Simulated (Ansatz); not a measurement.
Take Nb in the bcc (W type) structure (space group Im-3m, No. 229; a = 3.304 Å; relaxed with 0.1 eV smearing) as the base. Axes: x, y, z lie along the cube axes.

Calculations: Ansatz (a first-principles code), r2SCAN, PAW, cutoff 500 eV, scalar-relativistic without spin-orbit coupling.

For the base:

The pressure is 0.0 GPa and the volume per atom is 18.04 Å³.

One thing is altered: compressive biaxial strain of 2.50 % in the plane normal to [001], as in epitaxy on a mismatched substrate; the out-of-plane cell vector and the atoms relax.

Q: Predict the new energy relative to the base.

A: The energy grows by 18 meV/atom.

Q: What happens to the pressure?

A: The pressure (mean of the normal stresses, compression positive) goes from zero to 4.5 GPa.

Q: Predict the new volume per atom.

A: The volume per atom falls by 0.42 Å³, from 18.04 Å³ to 17.62 Å³.

Stability against distortions was not tested. All final runs are without spin polarisation.
